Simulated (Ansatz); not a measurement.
Base system: CdSe in the wurtzite structure (space group P6_3mc, No. 186; a = 4.3829 Å, c = 7.1547 Å).

Computed with PBE, PAW, 420 eV (Ansatz, a program for electronic structure; spin-orbit coupling left out), earlier PAW set.

Base values:

The gap between the host's bands is 0.54 eV and the gap character comes out as direct at Γ.

It is then changed as follows: hole doping at 5.0×10^21 cm⁻³ (0.595 per cell), with a uniform compensating background at fixed cell and a 300 K Fermi–Dirac width.

### Question
What happens to the Fermi level from band edge, gap between the host's bands and gap character?

### Answer
The Fermi level relative to the doped band's edge (positive inside the band; to 0.05 eV) is +0.45 eV; the gap between the host's bands goes up by 0.21 eV, from 0.54 eV to 0.75 eV; the gap character remains direct at Γ.

Charged cell with a jellium background: band edges are those of the host's band count, energies are not comparable with the neutral cell, and many-body gap narrowing is missing. Stability against distortions was not tested.
